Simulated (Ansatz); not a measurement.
**ZrB2: tensor shear ε_xz = +1.14 %**

Base system: ZrB2 (space group P6/mmm, No. 191; a = 3.1552 Å, c = 3.5062 Å; relaxed with 0.1 eV smearing). Axes: x lies along a and z along c of the hexagonal cell.

One thing is altered: a pure shear with ε_xz = ε_zx = 0.0114, atoms relaxed at fixed cell.

Level of theory: Ansatz (a first-principles code), PBEsol, PAW, cutoff 420 eV, no spin-orbit coupling. Γ-centred 21×21×17 mesh, Fermi–Dirac width 0.1 eV.

The volume per atom is still 10.08 Å³ and the energy increases by 4.4 meV/atom. The pressure (mean of the normal stresses, compression positive) goes from zero to 0.2 GPa and the band gap is still zero. The stress (xx, yy, zz, yz, xz, xy; compression positive) is (0.2, 0.0, 0.2, 0.0, -6.1, 0.0) GPa.

Final structure:

```
ZrB2
1.0
    3.15522     0.00000     0.03597
   -1.57761     2.73250    -0.01798
    0.03997     0.00000     3.50621
Zr B
1 2
Direct
  0.00000   0.00000   0.00000
  0.66667   0.33333   0.50000
  0.33333   0.66667   0.50000
```

Cost of the whole job for the changed cell (relaxation, final SCF and bands): roughly 50 core-seconds.

The cells carry an imposed strain or load. Stability against distortions was not tested. The final runs are not spin-polarised.
